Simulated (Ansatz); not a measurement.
The reference is Y in the hcp (Mg type) structure (space group P6_3/mmc, No. 194; a = 3.6523 Å, c = 5.7029 Å; relaxed with 0.1 eV smearing). Axes: x lies along a and z along c of the hexagonal cell.

Method: plane-wave PAW DFT at the PBE level (Ansatz, a program for electronic structure, 420 eV), without spin-orbit coupling.

Modification: biaxial strain +0.55 %, plane normal [001], relaxed out of plane (Cartesian); in-plane vectors clamped, the third vector and the atoms free.

Task: Predict the new out-of-plane strain.

Result: The out-of-plane strain amounts to -0.29 %.

Whether these cells are dynamically stable was not tested. The final runs are not spin-polarised.
